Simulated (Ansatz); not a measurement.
The starting structures come from a database of crystals and need not be the phases stable at ambient conditions.

Given:

```yaml
crystal:
  lattice:
    - [5.83465, 0.00000, 0.00000]
    - [0.00000, 8.32707, 0.00000]
    - [1.88790, 4.16354, 4.77141]
  atoms:
    - { symbol: Li, position: [0.25000, 0.08044, 0.00000] }
    - { symbol: Li, position: [0.75000, 0.91956, 0.00000] }
    - { symbol: Li, position: [0.25000, 0.72313, 0.00000] }
    - { symbol: Li, position: [0.75000, 0.27687, 0.00000] }
    - { symbol: V, position: [0.26414, 0.18936, 0.43094] }
    - { symbol: V, position: [0.73586, 0.81064, 0.56906] }
    - { symbol: V, position: [0.23586, 0.62030, 0.56906] }
    - { symbol: V, position: [0.76414, 0.37970, 0.43094] }
    - { symbol: O, position: [0.41959, 0.67878, 0.70562] }
    - { symbol: O, position: [0.58041, 0.32122, 0.29438] }
    - { symbol: O, position: [0.08041, 0.38440, 0.29438] }
    - { symbol: O, position: [0.91959, 0.61560, 0.70562] }
    - { symbol: O, position: [0.83766, 0.00127, 0.22058] }
    - { symbol: O, position: [0.16234, 0.99873, 0.77942] }
    - { symbol: O, position: [0.66234, 0.22185, 0.77942] }
    - { symbol: O, position: [0.33766, 0.77815, 0.22058] }
    - { symbol: O, position: [0.27698, 0.07694, 0.29572] }
    - { symbol: O, position: [0.72302, 0.92306, 0.70428] }
    - { symbol: O, position: [0.22302, 0.37266, 0.70428] }
    - { symbol: O, position: [0.77698, 0.62734, 0.29572] }
```

Space group of this cell: C2/c. The cell is taken as given; by r2SCAN its mean pressure is -2.0 GPa.

Transport runs along the normal of the first two printed cell vectors.

The gap is the functional's own, uncorrected, and κ follows it; spin-orbit coupling is left out. Mid-gap values are interpolated between the computed energies.

### Question
Compute, with r2SCAN in Ansatz (a quantum-chemistry and plane-wave program), the band gap and the smallest decay constant κ at mid-gap.

### Answer
Gap 3.31 eV on a 6×6×6 mesh; κ = 0.571 1/Å, at (0.000, 0.250) of the in-plane reciprocal vectors. At the zone centre, at the nearest computed energy, the slowest state has κ = 0.58 1/Å.
